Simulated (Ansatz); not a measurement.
The structure below was relaxed with Ansatz (a first-principles code), r2SCAN, PAW, cutoff 500 eV, no SOC.

```xyz
6
Lattice="5.2723 0.0000 0.0000 -2.6361 4.5659 0.0000 0.0000 0.0000 4.9219" Properties=species:S:1:pos:R:3 pbc="T T T"
W      0.0000     3.0439     0.0000
Hf     0.0000     0.0000     0.0000
W      2.6361     1.5220     0.0000
Hf     1.6904     2.9278     2.4609
Hf     1.8915     0.0000     2.4609
Hf    -0.9458     1.6381     2.4609
```

### Question
Find the space group and the Wyckoff positions.

### Answer
Space group P-62m (No. 189); a = 5.272 Å, b = 5.272 Å, c = 4.922 Å, α = 90.00°, β = 90.00°, γ = 120.00°

```
atom  site  symmetry       x       y       z
----  ----  --------  ------  ------  ------
W       2c      -6..  0.3333  0.6667  0.0000
Hf      1a      -62m  0.0000  0.0000  0.0000
Hf      3g       m2m  0.6412  0.6412  0.5000
```

### Question
Describe the coordination.

### Answer
The crystal has 6 atoms in its conventional cell. Lattice parameters: a = b = 5.272 Å, c = 4.922 Å, α = β = 90.00°, γ = 120.00°. W is coordinated by 9 Hf at 2.988–3.044 Å and 3 W at 3.044 Å (anticuboctahedral). Hf1 sees 6 W at 3.044 Å and 6 Hf at 3.104 Å (anticuboctahedral). Hf2 is surrounded by 4 Hf at 2.935 Å and 2 Hf at 3.104 Å and 2 Hf at 3.276 Å and 4 W at 2.988 Å (anticuboctahedral). (Neighbours: up to the widest gap in distance over summed covalent radii, below 1.35, at either atom.)

These are small ordered cells, not random alloys; other orderings at the same x differ. No phonon test of stability was made. All final runs are without spin polarisation. The cell was made from Hf by this change: x(W) = 0.333, 6 atoms, P-62m.
